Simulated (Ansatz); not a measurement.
The starting structures come from a database of crystals and need not be the phases stable at ambient conditions.

Consider the following.

```
N2OSi2
1.0
    5.22786     0.00000     0.00000
   -2.33038     4.67973     0.00000
    0.00000     0.00000     4.85861
Si N O
4 4 2
Direct
  0.67242   0.02668   0.27070
  0.32758   0.97332   0.77070
  0.02668   0.67242   0.27070
  0.97332   0.32758   0.77070
  0.65712   0.09564   0.61502
  0.34288   0.90436   0.11502
  0.09564   0.65712   0.61502
  0.90436   0.34288   0.11502
  0.79128   0.79128   0.22129
  0.20872   0.20872   0.72129
```

Space group of this cell: Cmc2_1. The cell is taken as given; by PBEsol its mean pressure is 2.2 GPa.

Computed with PBEsol (plane waves, PAW; Ansatz, a quantum-chemistry and plane-wave program).

The current runs along the normal of the first two printed vectors; no spin-orbit coupling. Scaled by the factor s: all lengths (ions clamped). The meshes follow the cell: 8×8×6 and 8×8 across at s = 0.98, 6×6×6 and 6×6 across at s = 1.00, 6×6×6 and 6×6 across at s = 1.02.

| s | mean pressure (GPa) | band gap (eV) |
|---|---|---|
| 0.98 | 17.3 | ? |
| 1.00 | 2.2 | 4.99 |
| 1.02 | -9.5 | 4.53 |

**Question.** Take the slope of the band gap against ln s from the two given rows, extrapolate to s = 0.98, and say what the run there gives.

**Answer.** Slope = (4.53 − 4.99) / ln 1.02 = -23.2 eV. The line gives 4.99 + (-23.2) × ln 0.98 = 5.46 eV. The run gives 5.36 eV, 0.10 eV under the line, 21 % of the predicted step.
